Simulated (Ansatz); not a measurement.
Step by step: formation energy of PbTe (rock salt, Fm-3m) from the elements

Consider the formation energy of PbTe (rock salt, Fm-3m) from the elements. Reaction: Te (P3₁21) + Pb (fcc) → PbTe (rock salt). The sign is products less reactants. The value is per atom of the solid.

PbTe (rock salt, Fm-3m), 2 atoms in the cell. Conventional cell: a = b = c = 6.4709 Å, α = β = γ = 90.00°.

Method: Ansatz (a quantum-chemistry and plane-wave program), PAW, neutral cells at 0 K with nuclei at rest, on structures from PBE+D3(BJ). Ansatz runs with its PAW set soft_1. Other levels take these structures. The lattices are those relaxed with PBE+D3(BJ), so at other levels the solids can be strained. A dispersion term (D3(BJ), or D4 for r2SCAN) was computed beside these levels and is taken off wherever the name lacks it. The runs are scalar-relativistic, without spin-orbit coupling.

Total energies of the cells in eV, at zero smearing width. They compare only within one column; the weights balance every element.

| cell | atoms | weight | r2SCAN |
|---|---|---|---|
| PbTe (rock salt) | 2 | +3 | -18918.81888 |
| Te (P3₁21) | 3 | −1 | -20984.60688 |
| Pb (fcc) | 1 | −3 | -11922.91218 |

r2SCAN: 3 × (-18918.81888) − (-20984.60688) − 3 × (-11922.91218) = -3.113 eV; dividing by 6 atoms gives -0.52 eV/atom.

What follows from the r2SCAN value: A formula unit of PbTe has 2 atoms, so it forms with -0.5189 × 2 = -1.038 eV, or -100.2 kJ/mol at 96.485 kJ/mol per eV.
